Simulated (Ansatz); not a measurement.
# GaP, element substitutions

Consider GaP in the zinc blende structure (space group F-43m, No. 216).

```yaml
crystal:
  lattice:
    - [0.00000, 2.72587, 2.72587]
    - [2.72587, 0.00000, 2.72587]
    - [2.72587, 2.72587, 0.00000]
  atoms:
    - { symbol: P, position: [0.75000, 0.75000, 0.75000] }
    - { symbol: Ga, position: [0.00000, 0.00000, 0.00000] }
```

Each row replaces one element on all its sites; cell and atoms are relaxed.

Computed with Ansatz (a first-principles code), r2SCAN, PAW, cutoff 500 eV, no spin-orbit coupling, earlier PAW set.

| variant | band gap | shortest interatomic distance |
|---|---|---|
| base | 1.85 eV | 2.361 Å |
| P → C | … | … |
| Ga → B | 1.41 eV | 1.964 Å |
| P → As | 0.97 eV | 2.453 Å |

**Question.** Some entries are withheld; estimate them.

**Answer.** 
- P → C, band gap: zero
- P → C, shortest interatomic distance: 2.014 Å

No phonon test of stability was made. As relaxed here, GaC is a hypothetical phase, not in the database extracts checked. All final runs are without spin polarisation. An odd electron count without spin: GaC.
